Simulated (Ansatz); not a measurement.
Input and output of a self-consistent single point for B5Ir3W2 (Imm2, 10 atoms in the cell) (Ansatz, a quantum-chemistry and plane-wave program).

Level of theory: r2SCAN, default PAW files made with PBE (plane waves; Ansatz).

```xyz
10
Lattice="-1.4422 7.8646 2.3546 1.4422 -7.8646 2.3546 1.4422 7.8646 -2.3546" Properties=species:S:1:pos:R:3 pbc="T T T"
B      1.4422     4.3906     0.9425
B      0.0000     3.4740     3.2972
B      1.4422     4.3800    -0.9433
B      0.0000     3.4846     1.4113
B      1.4422     0.0000     1.6245
Ir     0.0000     0.0000     0.0091
Ir     0.0000     1.4907     2.3545
Ir     1.4422     6.3739    -0.0001
W      0.0000     5.4797     2.3545
W      1.4422     2.3849    -0.0001
```

Reference input (self-consistent single point, DFT, r2SCAN, plane waves, default PAW files made with PBE): basis.ecutwfc = 500 eV; kpoints.mp_grid.grid = 9 9 9; hamiltonian.xc = r2scan; hamiltonian.pseudopotentials = {kind: paw} (the program's default PAW files); scf.occupations.method = fermi_dirac; scf.occupations.width = 0.1 eV. This run's input differs from it in these lines:

Ansatz 0.2 input:
```diff
@@ -17,3 +17,3 @@
 basis:
-  ecutwfc: 500.0
+  ecutwfc: 750.0
 kpoints:
```

Output (repeated stretches shortened):

```
SCF iter   1: F=—  HF=-57427.137428 eV  |F-HF|=—  |Δ(HF+E_count)|=         —  Δρ=1.30e-2  dr2=1.65e-1  dr2_τ=8.15e-1  ethr=1.77e-3  ⟨swp⟩=6.1  Hψ=26398  notcnv=0  defer=24
all-band conjugate gradients solve this SCF's bands
preconditioner: auto → Kerker (q_TF=auto, 2.671 Å⁻¹)
SCF iter   2: F=—  HF=-57427.375238 eV  |F-HF|=—  |Δ(HF+E_count)|=   2.38e-1  Δρ=7.64e-3  dr2=4.97e-2  dr2_τ=2.20e-3  ethr=1.76e-4  ⟨swp⟩=2.0  Hψ=12745  notcnv=0  defer=130
   [... lines left out ...]
SCF iter   7: F=—  HF=-57427.379917 eV  |F-HF|=—  |Δ(HF+E_count)|=   3.68e-4  Δρ=6.16e-5  dr2=7.57e-6  dr2_τ=1.50e-6  ethr=5.25e-8  ⟨swp⟩=2.4  Hψ=9310  notcnv=0  defer=129
SCF iter   8: F=—  HF=-57427.379916 eV  |F-HF|=—  |Δ(HF+E_count)|=   5.31e-7  Δρ=1.29e-5  dr2=2.11e-7  dr2_τ=7.13e-9  ethr=8.06e-9  ⟨swp⟩=2.0  Hψ=9391  notcnv=0  defer=129
SCF iter   9: F=-57427.379916 eV  HF=-57427.379916 eV  |F-HF|=2.34e-9  |Δ(HF+E_count)|=   9.51e-8  Δρ=2.46e-6  dr2=1.00e-8  dr2_τ=9.71e-10  ethr=1.06e-10  ⟨swp⟩=11.4  Hψ=27649  notcnv=0
SCF 1 converged in 9 iterations: F = -57427.379916 eV  dr2 = 1.00e-8
Free energy (F): -57427.379916 eV
Internal energy: -57427.289392 eV  (E = F + TS)
E sigma→0 (E₀):  -57427.334654 eV
Entropy (-TS):   -0.090524 eV (-9.052 meV/atom)
Fermi energy:    20.208678 eV
--- Forces (eV/Å), atoms counted from 1 ---
  atom   1  B     -0.00000000     0.04418590    -0.03495354
  atom   2  B     -0.00000000    -0.04418590    -0.03495354
  atom   3  B      0.00000000     0.03660599     0.03050933
  atom   4  B      0.00000000    -0.03660599     0.03050933
  atom   5  B     -0.00000000     0.00000000    -0.01656388
  atom   6  Ir     0.00000000    -0.00000000     0.05371652
  atom   7  Ir    -0.00000000    -0.02386276    -0.01713426
  atom   8  Ir     0.00000000     0.02386276    -0.01713426
  atom   9  W     -0.00000000     0.07742239     0.00300334
  atom  10  W      0.00000000    -0.07742239     0.00300334
--- Stress (GPa, compression-positive) ---
       -1.176193       0.000000      -0.000000
        0.000000      -1.793817       0.000000
       -0.000000       0.000000      -1.478038
  P = ⅓ Tr σ = -1.4827 GPa (-14.827 kbar)
  The stress holds the Pulay correction. Without it, at fixed plane waves, as pw.x and ABINIT print it: P = -1.5158 GPa
```

The run converged in 9 iterations. Against the reference run the free energy falls by 1.8 meV/atom, the pressure stays at -1.48 GPa and the largest force stays at 0.077 eV/Å.

The starting cell comes from a database of computed structures (which also holds hypothetical and non-ambient phases and stackings), without a prior relaxation at this level. Spin polarisation is off. Ansatz's pressure includes its estimate of the finite-basis (Pulay) stress.

Cost on one core of a shared machine: roughly 2 min.
